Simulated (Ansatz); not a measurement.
```xyz
2
Lattice="0.0000 2.7152 2.7152 2.7152 0.0000 2.7152 2.7152 2.7152 0.0000" Properties=species:S:1:pos:R:3 pbc="T T T"
Al     0.0000     0.0000     0.0000
P      4.0728     4.0728     4.0728
```

Method: PBEsol with spin-orbit coupling, rigid bands (plane waves, PAW; Ansatz, a quantum-chemistry and plane-wave program). Condition of this run: hydrostatic pressure 2 GPa (the target of the relaxation). Cell: cell and atoms relaxed with PBEsol, then loaded as said.

### Question
What conductivity effective mass do dilute holes have at 300 K?

### Answer
0.68 mₑ.

### Question
What conductivity effective mass do dilute electrons have at 300 K?

### Answer
0.33 mₑ.

### Question
And the band gap?

### Answer
1.39 eV at this level; semilocal functionals usually fall short of the measured gap.

Rigid bands, one relaxation time for all states, no polarons.
